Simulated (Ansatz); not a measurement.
1T (CdI2-type) MgI₂ was calculated with r²SCAN-D4 (Ansatz, a program for electronic structure, PAW).

Rigid layers of the crystal as relaxed at this level are moved apart or together:

| run | k mesh | layer repeat (Å) | energy against free layers (meV/Å²) | gap on the mesh (eV) |
|---|---|---|---|---|
| 1 | 12×12×6 | 6.56 | -6.73 | 3.854 |
| 2 | 12×12×6 | 6.71 | -8.19 | 3.992 |
| 3 | 12×12×6 | 6.86 | -8.84 | 4.105 |
| 4 | 12×12×6 | 7.06 | -8.90 | 4.225 |
| 5 | 12×12×6 | 7.36 | -8.08 | 4.239 |
| 6 | 12×12×4 | 7.86 | -6.05 | 4.261 |
| 7 | 12×12×4 | 8.86 | -3.04 | 4.285 |
| 8 | 12×12×4 | 10.86 | -0.91 | 4.297 |

The lowest energy of these points lies at a layer repeat of 7.06 Å.

Spin–orbit coupling is not included.
